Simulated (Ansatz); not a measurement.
Take AlN in the wurtzite structure (space group P6_3mc, No. 186; a = 3.089 Å, c = 4.943 Å) as the base. Axes: x lies along a and z along c of the hexagonal cell.

Computed with LDA (Ansatz, a quantum-chemistry and plane-wave program), without spin-orbit coupling.

Now apply this change: the cell is compressed by 0.60 % along x with no lateral relaxation, atoms relaxed at fixed cell.

Task: Predict the stress tensor and what it implies for the stiffness.

Result: Stress of the strained cell less that of the base (GPa, compression positive):
```
   2.40    0.00    0.00
   0.00    0.87    0.00
   0.00    0.00    0.68
```

Then −Δσ_ii/ε with ε = -0.0060 gives relaxed-ion elastic constants: C11 ≈ 400 GPa, C12 ≈ 146 GPa and C13 ≈ 113 GPa.

No phonon test of stability was made.
